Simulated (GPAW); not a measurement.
GPAW run on AlAu₂ (P1, 3 atoms in the cell): self-consistent single point.

Method of the run: LDA (Perdew-Wang 92), GPAW PAW datasets LDA (gpaw-data 1.0.1) (plane waves; GPAW).

The change in words: lattice scaled by 0.98. Reference geometry:
```
CELL_PARAMETERS angstrom
     -1.67152     1.67152     4.39907
      1.67152    -1.67152     4.39907
      1.67152     1.67152    -4.39907
ATOMIC_POSITIONS crystal
  Al 0.01331 0.00681 0.01482
  Au 0.66123 0.67539 0.02523
  Au 0.32546 0.31779 0.95994
```

Reference input (self-consistent single point, DFT LDA (Perdew-Wang 92), plane waves, GPAW PAW datasets LDA (gpaw-data 1.0.1)): mode = pw; ecut = 550 eV; xc = LDA; kpts = 6 6 8; mesh shift (steps) = 0 0 0; occupations.name = methfessel-paxton; occupations.width = 0.1 eV; occupations.order = 0; nbands = -7; convergence.density = 1e-05 e/electron; convergence.energy = 1e-05 eV/electron; symmetry.symmorphic = false. This run's input differs from it in these lines:

```diff
@@ -5,5 +5,5 @@
 atoms = Atoms(['Al', 'Au', 'Au'],
-              cell=[[-1.671515, 1.671515, 4.399075],
-                    [1.671515, -1.671515, 4.399075],
-                    [1.671515, 1.671515, -4.399075]],
+              cell=[[-1.638085, 1.638085, 4.311094],
+                    [1.638085, -1.638085, 4.311094],
+                    [1.638085, 1.638085, -4.311094]],
               scaled_positions=[[0.013309, 0.006815, 0.014823],
```

Log, with long lists cut:

```
     iter     time        total  log10-change:
                         energy   eigst   dens
iter:   1 --:--:--   -15.622131
iter:   2 --:--:--   -15.298504   -1.25  -1.15
iter:   3 --:--:--   -14.771655   -0.49  -1.17
iter:   4 --:--:--   -14.083286   -1.33  -1.45
iter:   5 --:--:--   -14.327152   -1.36  -1.62
   [... 3 lines left out ...]
iter:   9 --:--:--   -13.995020   -3.81  -2.56
iter:  10 --:--:--   -13.995608   -4.61  -2.80
iter:  11 --:--:--   -13.994398   -4.01  -2.74
iter:  12 --:--:--   -13.994357   -5.07  -3.34
iter:  13 --:--:--   -13.994361c  -6.04  -3.61
iter:  14 --:--:--   -13.994363c  -6.51  -3.63
iter:  15 --:--:--   -13.994361c  -6.25  -3.55
iter:  16 --:--:--   -13.994359c  -6.65  -3.70
iter:  17 --:--:--   -13.994357c  -6.28  -3.72
iter:  18 --:--:--   -13.994355c  -7.32  -3.84
iter:  19 --:--:--   -13.994353c  -6.81  -3.98
iter:  20 --:--:--   -13.994353c  -8.00c -4.12
iter:  21 --:--:--   -13.994353c  -6.93  -4.17
iter:  22 --:--:--   -13.994353c  -8.00c -4.79
iter:  23 --:--:--   -13.994353c  -8.97c -4.85
iter:  24 --:--:--   -13.994353c  -9.21c -4.93
iter:  25 --:--:--   -13.994353c  -8.85c -5.00c
Converged after 25 iterations.

Dipole moment: (0.251648, -0.078398, -1.630050) |e|*Ang

Energy contributions relative to reference atoms: (reference = -1039205.567178)

Kinetic:         -4.887594
Potential:       +5.031253
External:        +0.000000
XC:             -14.494915
Entropy (-ST):   -0.001940
Local:           +0.357873
SIC:             +0.000000
--------------------------
Free energy:    -13.995323
Extrapolated:   -13.994353

Showing only first 2 kpts
 Kpt  Band  Eigenvalues  Occupancy
  0    10      6.88402    2.00000
  0    11      9.24371    2.00000
  0    12     11.67093    0.00000
  0    13     16.51734    0.00000

  1    10      6.85428    2.00000
  1    11     10.11308    2.00000
  1    12     11.96185    0.00000
  1    13     14.27498    0.00000

Fermi level: 10.53232

No gap
No difference between direct/indirect transitions
Energy (eV): -13.994353

Forces in eV/Ang:
  0 Al   -0.06632   -0.23112   -0.09770
  1 Au   -0.56472   -0.19596   -0.12612
  2 Au    0.63098    0.42690    0.22382

Stress tensor:
    -0.041571    -0.003637    -0.014431
    -0.003637    -0.045148    -0.008252
    -0.014431    -0.008252    -0.048509
Stress (GPa, Voigt): [-6.6603 -7.2335 -7.772  -1.3222 -2.3122 -0.5827]
```

The run converged in 25 iterations. GPAW prints stress with tension positive. Against the reference run the free energy goes up by 9.7 meV/atom, the pressure goes from -3.43 to 7.22 GPa and the largest force goes from 0.578 to 0.794 eV/Å.

The starting cell comes from a database of computed structures (which also holds hypothetical and non-ambient phases and stackings), without a prior relaxation at this level. Its atoms were displaced at random from the sites of space group no. 139. For this run, on top of that: lattice scaled by 0.98. With a pressure of about 7 GPa the cell is away from its equilibrium volume at this level.

Cost on one core of a shared machine: roughly 6 min.
